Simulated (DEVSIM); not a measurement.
System: abrupt InP n-p junction, at 300 K.

Layer 1 from the left is InP, thickness (μm) 11.0, Nd (cm⁻³) 2.3e15, τn (s) 9.9e-10, τp (s) 9.9e-10. Layer 2 from the left is InP, thickness (μm) 49.0, Na (cm⁻³) 1.3e17, τn (s) 9.9e-10, τp (s) 9.9e-10.

Left contact: ohmic. Right contact: ohmic. Voltage is applied to the left contact. Recombination: SRH at mid-gap, radiative, Auger. Mobility is μmin + (μ − μmin)/(1 + (N/Nref)^α).

The device is made up for the run: typed textbook-type constants, with dimensions and the other settings drawn at random. Values at 300 K.

InP: gap (eV) 1.344, affinity (eV) 4.38, permittivity 12.5, Nc (cm⁻³) 5.7e17, Nv (cm⁻³) 1.1e19, μn (cm²/Vs) 5200, μp (cm²/Vs) 170, μn,min 400, μp,min 10, Nref,n 3e17, Nref,p 4.9e17, αn 0.47, αp 0.62, B (cm³/s) 1.2e-10, Cn (cm⁶/s) 9e-31, Cp (cm⁶/s) 9e-31.

Task: Estimate by hand the built-in potential, the peak field at zero bias, the capacitance at 0.6 V, and compare with a numerical solution.

Result: 
- Built-in potential: ni = √(Nc Nv) exp(−Eg/2kT) = 1.29e7 cm⁻³ with Eg = 1.344 eV; Vbi = kT/q ln(Na Nd/ni²) = 1.087 V; numerical 1.087 V.
- Peak field at zero bias: depletion approximation: W = √(2εVbi/(qN)) = 0.815 μm with N = 2.26e15 cm⁻³; field = 2Vbi/W = 26700 V/cm; numerical 29300 V/cm (estimate below by 8.9 %).
- Capacitance at 0.6 V: C = √(qεN / 2(Vbi + |V|)) = 10.9 nF/cm²; numerical 11.1 nF/cm² (estimate below by 1.8 %).

DEVSIM, 1D drift-diffusion, Boltzmann statistics, complete ionisation; no tunnelling, impact ionisation, image-force lowering or self-heating.
